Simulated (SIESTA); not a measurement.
SIESTA 5.4.2, DFT, PBE, numerical atomic orbitals DZP, PseudoDojo PBE standard norm-conserving (rewritten from UPF to PSML): fluorite CoSi2, atoms displaced (Co4Si8), 12 atoms. Basis and mesh were picked for this test and aren't claimed converged.

```text
SystemLabel siesta
NumberOfAtoms 12
NumberOfSpecies 2
%block ChemicalSpeciesLabel
  1 27 Co
  2 14 Si
%endblock ChemicalSpeciesLabel
LatticeConstant 1.0 Ang
%block LatticeVectors
     0.000000000    5.365000000    5.365000000
     5.365000000    0.000000000    5.365000000
     2.682500000    2.682500000    0.000000000
%endblock LatticeVectors
AtomicCoordinatesFormat Fractional
%block AtomicCoordinatesAndAtomicSpecies
     0.006385000    0.996820000    0.978630000 1
     0.005761000    0.499334000    0.985640000 1
     0.508677000    0.001793000    0.991589000 1
     0.495183000    0.507475000    0.995936000 1
     0.120813000    0.131241000    0.228560000 2
     0.369438000    0.389004000    0.741923000 2
     0.119419000    0.621709000    0.266247000 2
     0.379493000    0.879161000    0.746199000 2
     0.630654000    0.124518000    0.244490000 2
     0.866553000    0.379792000    0.764385000 2
     0.624985000    0.618233000    0.250002000 2
     0.881375000    0.870306000    0.753117000 2
%endblock AtomicCoordinatesAndAtomicSpecies
XC.functional GGA
XC.authors PBE
PAO.BasisSize DZP
PAO.EnergyShift 0.01 Ry
MeshCutoff 300 Ry
%block kgrid.MonkhorstPack
  6 0 0 0.0
  0 6 0 0.0
  0 0 6 0.0
%endblock kgrid.MonkhorstPack
ElectronicTemperature 1000 K
MaxSCFIterations 200
SCF.Mixer.Method Pulay
SCF.Mixer.Weight 0.1
SCF.Mixer.History 6
SCF.DM.Tolerance 1.0E-04
WriteForces true
UseTreeTimer true
Diag.ParallelOverK true
```

```bash
OMP_NUM_THREADS=12 mpirun -np 2 siesta input.fdf
```

The program reports k-points: 132, basis orbitals: 180, electrons: 100, real-space mesh: 72×72×36.

It runs on a single node (Intel Xeon 6 (Granite Rapids), 96 cores on 1 socket, 2 hardware threads a core, 3 L3 cache groups, 3 NUMA nodes).

On 2 ranks × 12 threads this takes 50 s. Times are wall-clock medians of two to five runs, from launch to exit, with nothing else on the machine. Processes are pinned to neighbouring cores unless said otherwise. The build: conda-forge: Open MPI, OpenBLAS, ScaLAPACK, ELSI, no OpenMP; another build can shift the numbers. Scratch files lie in a memory file system.

Problem. Make this run faster without changing its result beyond 1.0 meV/atom in energy, 10 meV/Å in forces (largest component), 0.050 GPa in pressure. Keep to 24 cores.

Solution. Several could match; the one computed here: going from 2 ranks × 12 threads to 24 ranks, the fastest among the values tried that keep the result.

```diff
-OMP_NUM_THREADS=12 mpirun -np 2 siesta input.fdf
+OMP_NUM_THREADS=1 mpirun -np 24 siesta input.fdf
```

Time: 50 s to 8.9 s (5.6× as fast). The largest move is in solving for the density matrix (compute_dm): 24 s to 5.0 s. What the program resolved moves too: BlockSize from 64 to 7, ProcessorY from 2 to 6. These two results differ by: energy equal as printed, forces (largest component) under 0.001 meV/Å, pressure equal as printed. Others tried: 12 ranks × 2 threads (12 s); 8 ranks × 3 threads (16 s); 6 ranks × 4 threads (19 s); 4 ranks × 6 threads (26 s); 3 ranks × 8 threads (35 s). 3 planned settings were not run, for want of time.
